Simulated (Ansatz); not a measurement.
A user runs Ansatz (a first-principles code) on Rb₂LiSbF₆ (Fm-3m, 10 atoms in the cell) and asks whether the run is sound. The aim is a self-consistent single point with DFT, r2SCAN, plane waves, default PAW files made with PBE.

Cell that was meant: a = 6.0865 Å, b = 6.0865 Å, c = 6.0865 Å, α = 60.00°, β = 60.00°, γ = 60.00°.

Part of the input:

Ansatz 0.2 input:
```yaml
    - { symbol: F, position: [0.749100, 0.250900, 0.749100] }
    - { symbol: F, position: [0.250900, 0.250900, 0.749100] }
    - { symbol: F, position: [0.749100, 0.749100, 0.250900] }
total_charge: 1.0
kpoints:
  mp_grid:
    grid: [4, 4, 4]
```

The program printed (abridged):

```
WARN basis.ecutwfc = 500 eV, the default
WARN ansatz: RAYON_NUM_THREADS=1 ignored (pool sized by the plan → 1); use --threads N
   [... lines left out ...]
PAW frozen core: F, regenerated for the run's functional
Initial density: superposition of atomic densities (neutral atoms scaled as one to the charged cell's electrons …
Initial wavefunctions: pseudopotential atomic-orbital guess
Eigensolver: davidson
Functional: x = r2scan, c = r2scan; τ floored in thin density (d = 2e-4 eV/Å³)
SCF iter   1: F=—  HF=-18134.139764 eV  |F-HF|=—  |Δ(HF+E_count)|=         —  Δρ=3.81e-2  dr2=1.30e0  dr2_τ=2.25e-1  ethr=1.77e-3  ⟨swp⟩=9.2  Hψ=2098  notcnv=0
all-band conjugate gradients solve this SCF's bands
preconditioner: auto → LDOS
SCF iter   2: F=—  HF=-18134.013530 eV  |F-HF|=—  |Δ(HF+E_count)|=   1.26e-1  S|Δr|=    0.00e0  Δρ=1.73e-2  dr2=2.96e-1  dr2_τ=3.93e-2  ethr=1.69e-3  ⟨swp⟩=3.0  Hψ=850  notcnv=0  defer=32
   [... lines left out ...]
SCF iter   8: F=—  HF=-18133.904487 eV  |F-HF|=—  |Δ(HF+E_count)|=   1.65e-5  S|Δr|=    0.00e0  Δρ=5.32e-5  dr2=2.48e-6  dr2_τ=4.22e-7  ethr=1.43e-7  ⟨swp⟩=2.2  Hψ=605  notcnv=0  defer=32
SCF iter   9: F=—  HF=-18133.904343 eV  |F-HF|=—  |Δ(HF+E_count)|=   1.44e-4  S|Δr|=    0.00e0  Δρ=8.58e-6  dr2=5.92e-8  dr2_τ=7.29e-9  ethr=1.30e-10  ⟨swp⟩=12.5  Hψ=2323  notcnv=0
SCF iter  10: F=-18133.904343 eV  HF=-18133.904343 eV  |F-HF|=3.09e-9  |Δ(HF+E_count)|=   4.61e-8  S|Δr|=    0.00e0  Δρ=1.81e-6  dr2=4.27e-9  dr2_τ=3.09e-10  ethr=7.69e-11  ⟨swp⟩=2.0  Hψ=1393  notcnv=0
SCF 1 converged in 10 iterations: F = -18133.904343 eV  dr2 = 4.27e-9
Stability not checked (fill_not_monotonic)
Free energy (F): -18133.904343 eV
Internal energy: -18133.893486 eV  (E = F + TS)
E sigma→0 (E₀):  -18133.901629 eV
Entropy (-TS):   -0.010857 eV (-1.086 meV/atom)
Fermi energy:    4.206322 eV
--- Forces (eV/Å), atoms counted from 1 ---
  atom   1  Rb     0.00000000     0.00000000     0.00000000
  atom   2  Rb     0.00000000     0.00000000    -0.00000000
  atom   3  Li     0.00000000    -0.00000000    -0.00000000
   [... lines left out ...]
  atom  10  F      0.00000000     0.00000000     1.29938501
--- Stress (GPa, compression-positive) ---
       -2.547900       0.000000       0.000000
       -0.000000      -2.547900      -0.000000
        0.000000      -0.000000      -2.547900
  P = ⅓ Tr σ = -2.5479 GPa (-25.479 kbar)
  The stress holds the Pulay correction. Without it, at fixed plane waves, as pw.x and ABINIT print it: P = -2.6305 GPa
```

**Question.** Is this run sound? If not, what is wrong?

**Answer.** The run is not sound. The fault is an unintended net charge. A charged periodic cell changes the electron count and is neutralised by a uniform background, so energy, forces and pressure belong to another system. To fix it, remove the charge. The run converged in 10 iterations without an error; against the sound input the pressure goes from 1.56 to -2.55 GPa, the largest force goes from 0.653 to 1.299 eV/Å and no clean gap remains on the mesh (levels overlap or are partly filled), against 4.54 eV before.

The sound input it was made from differs as follows (other fixes are possible):
```diff
-total_charge: 1.0
```

With that input, the run converged in 7 iterations: free energy E − TS (on the zero of these files) -18129.2765 eV; top of the valence band (on the code's own zero) 5.05 eV; gap on the k-point mesh 4.54 eV; pressure 1.56 GPa; largest force (vector length) 0.653 eV/Å (DFT, r2SCAN, plane waves, default PAW files made with PBE).

On the sound input: the starting cell was generated: these elements placed on a structure prototype, without a prior relaxation; it need not be a known phase or ordering of this composition. Its lattice was rescaled by a random factor within 2.5 % of one. Spin-orbit coupling is off. Ansatz's pressure includes its estimate of the finite-basis (Pulay) stress.
